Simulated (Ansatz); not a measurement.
The starting structures come from a database of crystals and need not be the phases stable at ambient conditions.

Evanescent states of CdI2 (P-3m1, CdI2 type, not sure to be the ambient phase, 3 atoms a cell, 35.5 Å³ an atom) along the normal of (110)

Computed with PBEsol (plane waves, PAW; Ansatz, a program for electronic structure).

No gap correction and no spin-orbit coupling; mid-gap values are interpolated between computed energies.

Energies count from the valence-band top; κ is the least over a 6×4 mesh across the current.

```
E (eV)  κ (1/Å)  where
------  -------  -----
0.06      0.064  off Γ
0.18      0.107  off Γ
0.30      0.135  off Γ
0.42      0.156  off Γ
0.54      0.173  off Γ
0.66      0.179      Γ
0.78      0.181      Γ
0.90      0.182      Γ
1.02      0.181      Γ
1.14      0.180      Γ
1.26      0.177      Γ
1.38      0.172      Γ
1.50      0.166      Γ
1.62      0.158      Γ
1.74      0.149      Γ
1.86      0.136      Γ
1.98      0.120      Γ
2.10      0.098      Γ
```

Question: How thick must the barrier be to attenuate the transmission by 10^8 when the electrodes' Fermi level lies at 0.18 eV, and what attenuation does that film give at 1.98 eV?

Answer: d = 8 ln 10 / (2 × 0.107) = 86.1 Å. At 1.98 eV it gives 8 × 0.120/0.107 = 9.0 decades.
